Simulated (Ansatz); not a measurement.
Ansatz (a first-principles code), DFT, LDA, plane waves, its default PAW files: BaNiF4, atoms displaced (from the phase in space group 36, mp-555321) (F8Ni2Ba2), 12 atoms, spin-polarised from a ferromagnetic start (2 μB on Ni). Basis and mesh were picked for this test and aren't claimed converged.

```yaml
cell: 7.50, 7.50, 5.81 Å; 90, 90, 147.6°
distance_to_the_nearest_atom: 1.91 to 2.61 Å
task: single point
k mesh: 4×4×4
hamiltonian.xc: lda
kind_of_files: paw
scf.occupations.method: fermi_dirac
scf.occupations.width: 0.05 eV
output.forces: true
magnetization.spin_polarized: true
binding of workers (--pin): off
k-point pools (--kpoint-pools): 1
memory maximum (--max-ram): 8GiB
accuracy: medium (default)
basis.precision: auto (default)
basis.xc_grid: 1 (default)
scf.eigensolver.kind: auto (default)
scf.mixing.algorithm: auto (default)
scf.mixing.preconditioner: auto (default)
scf.convergence.dr2_threshold: 1e-07 (default)
scf.lower_state_search: light (default)
k-points after symmetry (for each spin): 36
bands_at_the_start: 70
electrons: 112
plane waves at Γ: 3381
cutoff (eV): 420
FFT grid: 54×54×40
symmetry_operations: 1
```

One run each. The counts of a restarted run leave out the earlier run.

All on 4 threads. Base settings, kept where nothing else is said: earlier_run = none (default) (scf.initial_density.chi_scale, scf.initial_density.normalization, checkpoint.read, checkpoint.density_extrapolation, kpoints.initial_grid not set). The settings tried:
- scf.initial_density.chi_scale = 0, scf.initial_density.normalization = cell
- checkpoint.read = first.ck, earlier_run = first_atom_moved_ang=0 orbitals_saved=false hamiltonian.xc=pbe
- scf.initial_density.chi_scale = 0.1
- checkpoint.read = first.ck, earlier_run = first_atom_moved_ang=0.1 orbitals_saved=false, checkpoint.density_extrapolation = follow_atoms
- checkpoint.read = first.ck, earlier_run = first_atom_moved_ang=0 orbitals_saved=false scf.convergence.dr2_threshold=0.001
- checkpoint.read = first.ck, earlier_run = first_atom_moved_ang=0.3 orbitals_saved=false
- checkpoint.read = first.ck, earlier_run = first_atom_moved_ang=0.1 orbitals_saved=false
- the base settings
- kpoints.initial_grid = auto
- checkpoint.read = first.ck, earlier_run = first_atom_moved_ang=0 orbitals_saved=false kpoints.mp_grid.grid=2×2×2
- checkpoint.read = first.ck, earlier_run = first_atom_moved_ang=0.03 orbitals_saved=false
- checkpoint.read = first.ck, earlier_run = first_atom_moved_ang=0 orbitals_saved=true scf.convergence.dr2_threshold=0.001
- checkpoint.read = first.ck, earlier_run = first_atom_moved_ang=0.1 orbitals_saved=false, checkpoint.density_extrapolation = none
- checkpoint.read = first.ck, earlier_run = first_atom_moved_ang=0.03 orbitals_saved=true, checkpoint.density_extrapolation = none

Q: Predict which of these converge in the fewest SCF iterations (all cycles of the run, searches included).

A: Fewest SCF iterations (all cycles of the run, searches included), with those close behind: checkpoint.read = first.ck, earlier_run = first_atom_moved_ang=0 orbitals_saved=false scf.convergence.dr2_threshold=0.001 (5); checkpoint.read = first.ck, earlier_run = first_atom_moved_ang=0 orbitals_saved=true scf.convergence.dr2_threshold=0.001 (5); checkpoint.read = first.ck, earlier_run = first_atom_moved_ang=0.03 orbitals_saved=false (8). Most among those that reach the base run's result: kpoints.initial_grid = auto (38). All converged.

```tsv
setting	SCF iterations (all cycles of the run, searches included)	applications of H to a band	end
checkpoint.read = first.ck, earlier_run = first_atom_moved_ang=0 orbitals_saved=false scf.convergence.dr2_threshold=0.001	5	80737	converged
checkpoint.read = first.ck, earlier_run = first_atom_moved_ang=0 orbitals_saved=true scf.convergence.dr2_threshold=0.001	5	55578	converged
checkpoint.read = first.ck, earlier_run = first_atom_moved_ang=0.03 orbitals_saved=false	8	104340	converged
checkpoint.read = first.ck, earlier_run = first_atom_moved_ang=0.1 orbitals_saved=false	9	111648	converged
checkpoint.read = first.ck, earlier_run = first_atom_moved_ang=0.1 orbitals_saved=false, checkpoint.density_extrapolation = follow_atoms	9	111654	converged
checkpoint.read = first.ck, earlier_run = first_atom_moved_ang=0 orbitals_saved=false hamiltonian.xc=pbe	10	113279	converged
checkpoint.read = first.ck, earlier_run = first_atom_moved_ang=0.3 orbitals_saved=false	14	185426	converged
checkpoint.read = first.ck, earlier_run = first_atom_moved_ang=0.03 orbitals_saved=true, checkpoint.density_extrapolation = none	14	119801	converged
checkpoint.read = first.ck, earlier_run = first_atom_moved_ang=0 orbitals_saved=false kpoints.mp_grid.grid=2×2×2	21	228445	converged
checkpoint.read = first.ck, earlier_run = first_atom_moved_ang=0.1 orbitals_saved=false, checkpoint.density_extrapolation = none	22	212150	converged
scf.initial_density.chi_scale = 0, scf.initial_density.normalization = cell	23	245041	converged
the base settings	30	320241	converged
scf.initial_density.chi_scale = 0.1	30	320241	converged
kpoints.initial_grid = auto	38	202527	converged
```

Keys are those of Ansatz 0.2.
